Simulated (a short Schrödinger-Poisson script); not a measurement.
**MOS inversion layer, SiO2 on p-type Si(100)**

System: MOS inversion layer, SiO2 on p-type Si(100), at 300 K.

| layer | material | thickness (nm) | Na (cm⁻³) |
|---|---|---|---|
| 1 | SiO2 | 3 | - |
| 2 | Si | 940 | 2.1e17 |

The device is made up for the run: typed textbook-type constants, with dimensions and the other settings drawn at random. SiO2: permittivity 3.9, conduction-band edge (eV) 3.15, gap (eV) 9, electron mass (mₑ) 0.5. Si: permittivity 11.7, conduction-band edge (eV) 0, gap (eV) 1.124, Nv at 300 K (cm⁻³) 3.1e19.

Channel valleys (confinement mass, in-plane density-of-states mass, number): Δ2 0.916, 0.19, 2; Δ4 0.19, 0.417, 4. At the gate the conduction-band edge of layer 1 lies 3.57 eV − eVg above the Fermi level of the channel; the field vanishes at the back. Gaps are held at their typed values at every temperature. Mesh 0.03 nm at interfaces.

Solved with a short Schrödinger-Poisson script written for these runs: 1D Poisson equation in equilibrium, electrons quantum, Hartree (BenDaniel-Duke, 12 states a valley, the channel's in-plane mass for all, wave functions free to enter the dielectric), parabolic valleys, classical holes, full ionisation, no traps, pinning or gate leakage.

```
Vg (V)  electrons (cm⁻²)  C (μF/cm²)  Δ2 E0 (meV)  Δ2 E1 (meV)  Δ4 E0 (meV)  Δ4 E1 (meV)
------  ----------------  ----------  -----------  -----------  -----------  -----------
0.3               7.41e6       0.142        365.4        409.6        399.9        472.9
0.4               1.94e8       0.135        279.9        326.1        315.8        392.4
0.5               5.12e9       0.151        194.3        242.4        231.6        311.4
0.6              9.00e10       0.404        119.2        169.4        157.9        240.7
0.7              4.21e11       0.719         77.6        130.9        118.7        204.2
0.8              9.00e11       0.841         56.1        112.7         99.7        187.7
0.9              1.44e12       0.897         42.1        102.1         88.2        178.4
1                2.00e12       0.929         31.6         94.9         80.1        172.4
1.1              2.59e12       0.951         23.2         89.6         74.0        168.2
1.2              3.19e12       0.966         16.0         85.5         69.0        165.0
1.3              3.79e12       0.978          9.7         82.1         64.9        162.5
1.4              4.40e12       0.987          4.1         79.4         61.3        160.4
1.5              5.02e12       0.995         -1.0         77.0         58.1        158.8
1.6              5.64e12        1.00         -5.8         74.9         55.2        157.3
1.7              6.27e12        1.01        -10.2         73.1         52.6        156.1
1.8              6.90e12        1.01        -14.4         71.5         50.2        155.1
1.9              7.53e12        1.02        -18.3         70.0         47.9        154.1
2                8.17e12        1.02        -22.1         68.7         45.8        153.3
2.1              8.81e12        1.02        -25.7         67.5         43.8        152.6
```

Gate voltages with under 1e6 electrons/cm² are left out.

Subbands count from the Fermi level.
